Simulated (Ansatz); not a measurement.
A self-consistent single point of SrH₂I₂O₇ (P1, 24 atoms in the cell) with Ansatz (a first-principles code).

Level of theory: PBEsol, default PAW files made with PBE (plane waves; Ansatz).

```
SrH2I2O7
1.0
    6.55058    -3.87400     0.00000
    6.55058     3.87400     0.00000
   -6.02012     0.00000     6.55542
Sr I O H
2 4 14 4
Direct
  0.84914   0.15864   0.75257
  0.15927   0.84554   0.25489
  0.27166   0.34704   0.78958
  0.64821   0.71235   0.68122
  0.72242   0.65802   0.19977
  0.33530   0.28918   0.29936
  0.22081   0.41170   0.99443
  0.59423   0.77319   0.50895
  0.77486   0.59503   0.99771
  0.40082   0.22882   0.49619
  0.59000   0.23698   0.90362
  0.74085   0.42149   0.59918
  0.42394   0.74688   0.09458
  0.25628   0.57010   0.40824
  0.20780   0.08240   0.61508
  0.91886   0.79346   0.87845
  0.78472   0.92476   0.37891
  0.07317   0.19964   0.11608
  0.16995   0.82946   0.75501
  0.84081   0.16161   0.25662
  0.20186   0.74038   0.64367
  0.26318   0.80687   0.86616
  0.80082   0.25467   0.35884
  0.75104   0.21179   0.15088
```

Reference input (self-consistent single point, DFT, PBEsol, plane waves, default PAW files made with PBE): kpoints.mp_grid.grid = 3 3 3; hamiltonian.xc = pbesol; hamiltonian.pseudopotentials = {kind: paw} (the program's default PAW files); scf.occupations.method = fermi_dirac; scf.occupations.width = 0.1 eV. This run's input differs from it in these lines:

Ansatz 0.2 input:
```diff
@@ -37,3 +37,3 @@
 scf:
-  occupations: { method: fermi_dirac, width: 0.1 eV }
+  occupations: { method: fermi_dirac, width: 0.8 eV }
 output:
```

The program printed (abridged):

```
SCF iter   1: F=—  HF=-44617.783071 eV  |F-HF|=—  |Δ(HF+E_count)|=         —  Δρ=1.75e-2  dr2=1.03e0  ethr=1.77e-3  ⟨swp⟩=9.0  Hψ=12469  notcnv=0
all-band conjugate gradients solve this SCF's bands
preconditioner: auto → LDOS
SCF iter   2: F=—  HF=-44617.743384 eV  |F-HF|=—  |Δ(HF+E_count)|=   3.97e-2  Δρ=1.72e-2  dr2=7.82e-1  ethr=5.87e-4  ⟨swp⟩=2.0  Hψ=3228  notcnv=0
   [... lines left out ...]
SCF iter   5: F=—  HF=-44617.537074 eV  |F-HF|=—  |Δ(HF+E_count)|=   1.30e-4  Δρ=8.52e-5  dr2=1.51e-5  ethr=4.19e-7  ⟨swp⟩=2.0  Hψ=3040  notcnv=0
SCF iter   6: F=—  HF=-44617.537080 eV  |F-HF|=—  |Δ(HF+E_count)|=   6.58e-6  Δρ=3.57e-5  dr2=3.03e-6  ethr=8.55e-9  ⟨swp⟩=2.1  Hψ=3617  notcnv=0
SCF iter   7: F=—  HF=-44617.537081 eV  |F-HF|=—  |Δ(HF+E_count)|=   3.57e-7  Δρ=8.59e-6  dr2=1.85e-7  ethr=1.72e-9  ⟨swp⟩=2.7  Hψ=4161  notcnv=0
SCF iter   8: F=-44617.537081 eV  HF=-44617.537081 eV  |F-HF|=7.67e-9  |Δ(HF+E_count)|=   2.36e-8  Δρ=2.31e-6  dr2=1.01e-8  ethr=5.68e-11  ⟨swp⟩=9.8  Hψ=9590  notcnv=0
SCF 1 converged in 8 iterations: F = -44617.537081 eV  dr2 = 1.01e-8
Free energy (F): -44617.537081 eV
Internal energy: -44611.629152 eV  (E = F + TS)
E sigma→0 (E₀):  -44614.583116 eV
Entropy (-TS):   -5.907929 eV (-246.164 meV/atom)
Fermi energy:    7.506448 eV
--- Forces (eV/Å), atoms counted from 1 ---
  atom   1  Sr    -0.14785756     0.25797310     0.09502907
  atom   2  Sr     0.18885362     0.02648915    -0.64735689
  atom   3  I      2.66562707     0.10360703     1.06598657
  atom   4  I     -6.12525602    -0.01582995    10.44465102
  atom   5  I     -1.66986397    -1.96834735     0.22619647
  atom   6  I     -0.96250014    -5.50728163    -3.64417902
  atom   7  O     -0.87499783     0.01267653     0.73347964
  atom   8  O      7.12368904     2.24336925    -7.84590475
   [... lines left out ...]
  atom  24  H      0.57087170     0.69438212    -1.34505507
--- Stress (GPa, compression-positive) ---
        8.798672       3.926819      -4.336802
        3.926819       9.160667       1.900556
       -4.336803       1.900556      12.058678
  P = ⅓ Tr σ = 10.0060 GPa (100.060 kbar)
  The stress holds the Pulay correction. Without it, at fixed plane waves, as pw.x and ABINIT print it: P = 9.4125 GPa
```

The run converged in 8 iterations. Against the reference run the free energy goes down by 58.8 meV/atom, the pressure goes from 7.36 to 10.01 GPa, the largest force goes from 12.225 to 12.11 eV/Å and the gap on the mesh goes from 3.544 to 3.746 eV.

The starting cell comes from a database of published, mostly measured structures (it also holds non-ambient and calculated ones), without a prior relaxation at this level. Its atoms were displaced at random from the sites of space group no. 15. Spin-orbit coupling is off. With a pressure of about 10 GPa the cell is away from its equilibrium volume at this level. Forces in this geometry exceed 1 eV/Å. Ansatz's pressure includes its estimate of the finite-basis (Pulay) stress. Without the estimate this run gives 9.41 GPa.

Cost on one core of a shared machine: roughly 50 s.
